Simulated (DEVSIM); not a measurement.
System: W/SiO2/n-InP capacitor, at 300 K.

```
layer (left to right)  material  thickness (nm)  Nd (cm⁻³)
---------------------  --------  --------------  ---------
1                          SiO2            35.0          -
2                           InP            3400     3.4e16
```

Metal gate on the left, work function 4.6 eV. Fixed charge at the semiconductor interface 0 cm⁻² (in units of +e); interface traps 4.5e11 cm⁻² eV⁻¹, uniform in energy, neutral level at 0.3 of the gap above the valence band.

Constants are typed, rounded textbook-type inputs, not results; the design itself was drawn at random and stands for no fabricated device. Values at 300 K.

```tsv
parameter	SiO2	InP
gap (eV)	9	1.344
affinity (eV)	0.9	4.38
permittivity	3.9	12.5
Nc (cm⁻³)	-	5.7e17
Nv (cm⁻³)	-	1.1e19
```

Simulated with DEVSIM: 1D Poisson equation in equilibrium, Boltzmann statistics, complete ionisation; no quantum confinement or tunnelling. Metal contacts follow the ideal Schottky-Mott rule: no Fermi-level pinning, no interface dipoles.

The gate work function was swept, all else fixed.

```json
[
 {"gate work function (eV)": "4.3", "flat-band voltage (V)": "0.48"},
 {"gate work function (eV)": "4.45", "flat-band voltage (V)": "0.63"},
 {"gate work function (eV)": "4.6", "flat-band voltage (V)": "0.78"},
 {"gate work function (eV)": "4.75", "flat-band voltage (V)": "0.93"},
 {"gate work function (eV)": "4.9", "flat-band voltage (V)": "1.08"}
]
```

From the first row to the last the flat-band voltage goes from 0.48 to 1.08.
